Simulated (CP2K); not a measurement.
Input and output of a self-consistent single point for a (001) slab of Te (cut from a parent of space group no. 152; 3 atoms in the cell) (CP2K).

Level of theory: CP2K with LDA (Pade form), GPW, DZVP-MOLOPT-SR-GTH basis, GTH-PADE potentials (GTH_POTENTIALS).

```
CELL_PARAMETERS angstrom
      4.43770     0.00000     0.00000
     -2.21885     3.84316     0.00000
      0.00000     0.00000    17.93360
ATOMIC_POSITIONS crystal
  Te 0.00000 0.26300 0.50000
  Te 0.73700 0.73700 0.60967
  Te 0.26300 0.00000 0.39033
```

Reference input (self-consistent single point, DFT LDA (Pade form), GPW, DZVP-MOLOPT-SR-GTH basis, GTH-PADE potentials (GTH_POTENTIALS)): CUTOFF = 400 Ry; REL_CUTOFF = 50 Ry; SMEAR/METHOD = FERMI_DIRAC; ELECTRONIC_TEMPERATURE = 232.09 K; KPOINTS/SCHEME = MONKHORST-PACK 3 3 1; XC_FUNCTIONAL = PADE; Te/BASIS_SET = DZVP-MOLOPT-SR-GTH-q6; Te/POTENTIAL = GTH-PADE-q6; METHOD = GPW; EPS_DEFAULT = 1e-10; NGRIDS = 4; SCF_GUESS = ATOMIC. This run's input differs from it in these lines:

```diff
@@ -40,3 +40,4 @@
     &KPOINTS
-      SCHEME MONKHORST-PACK 3 3 1
+      SCHEME MONKHORST-PACK 14 14 1
+      GAMMA_CENTERED T
     &END KPOINTS
```

Output, abridged:

```
 SCF WAVEFUNCTION OPTIMIZATION

  Step     Update method      Time    Convergence         Total energy    Change
     1 NoMix/Diag. 0.40E+00      -     0.46342902       -24.6490529400 -2.46E+01
     2 Broy./Diag. 0.40E+00      -     0.06572376       -24.9751406890 -3.26E-01
     3 Broy./Diag. 0.40E+00      -     0.12611264       -24.8545007096  1.21E-01
     4 Broy./Diag. 0.40E+00      -     0.00749476       -24.7580420693  9.65E-02
     5 Broy./Diag. 0.40E+00      -     0.00686395       -24.6921726011  6.59E-02
     6 Broy./Diag. 0.40E+00      -     0.00192789       -24.6586099037  3.36E-02
   [... 10 lines left out ...]
    17 Broy./Diag. 0.40E+00      -     0.00000294       -24.6425840509  6.48E-06
    18 Broy./Diag. 0.40E+00      -     0.00000139       -24.6425839105  1.40E-07
    19 Broy./Diag. 0.40E+00      -     0.00000197       -24.6425824161  1.49E-06
    20 Broy./Diag. 0.40E+00      -     0.00000047       -24.6425851640 -2.75E-06
  *** SCF run converged in    20 steps ***

  Overlap energy of the core charge distribution:               0.00000000075497
  Self energy of the core charge distribution:                -52.98476088970233
  Core Hamiltonian energy:                                     10.38172263746258
  Hartree energy:                                              23.19689582464595
  Exchange-correlation energy:                                 -5.23640119233215
  Electronic entropic energy:                                  -0.00004154482178
  Fermi energy:                                                -0.08320678637321

  Total energy:                                               -24.64258516397460
  Total energy (extrapolated to T->0):                        -24.64256439156372

   [... lines left out ...]

 STRESS| Analytical stress tensor [bar]
 STRESS|                        x                   y                   z
 STRESS|      x       -1.85909653736E+04  -2.96433415098E+03  -6.06305890319E+03
 STRESS|      y       -2.96433415098E+03  -1.51679842669E+04  -3.50048851070E+03
 STRESS|      z       -6.06305890319E+03  -3.50048851070E+03  -1.64389010574E+04
 STRESS| 1/3 Trace                                            -1.67326168993E+04
```

The run converged in 20 iterations. Against the reference run the free energy goes up by 15.5 meV/atom and the largest force goes from 0.924 to 0.879 eV/Å.

The starting cell has typed, rounded lattice constants, without a prior relaxation at this level. The slab is cut from that crystal, and its faces are unrelaxed. Its lattice was rescaled by up to half a per cent. Spin polarisation is off, though cut faces can carry moments; the slab shows no gap. Values carry the incompleteness of an atom-centred basis.
